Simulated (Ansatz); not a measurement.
The parent structure is Ta2C (space group P-3m1, No. 164).

```
Ta2C
1.0
    3.09490     0.00000     0.00000
   -1.54745     2.68026     0.00000
    0.00000     0.00000     4.92152
Ta C
2 1
Direct
  0.33333   0.66667   0.25300
  0.66667   0.33333   0.74700
  0.00000   0.00000   0.00000
```

Method: PBEsol (Ansatz, a program for electronic structure), spin-orbit coupling left out.

One change was made to it. Results:

The c/a ratio hardly moves (1.590 against 1.591); the shortest interatomic distance shrinks by 0.028 bohr (4.116 bohr → 4.088 bohr); the band gap stays zero.

Question: What was done to the base?
A. pressure 7.5 GPa
B. pressure 0.3 GPa
C. pressure 1.5 GPa

Answer: A, pressure 7.5 GPa. For comparison, the shortest interatomic distance in the other runs: pressure 1.5 GPa gives 4.110 bohr; pressure 0.3 GPa gives 4.114 bohr.

Load acts through the strain it causes; cell and atoms are relaxed under it. No phonon test of stability was made. Competing high-pressure phases were not computed. All final runs are without spin polarisation.
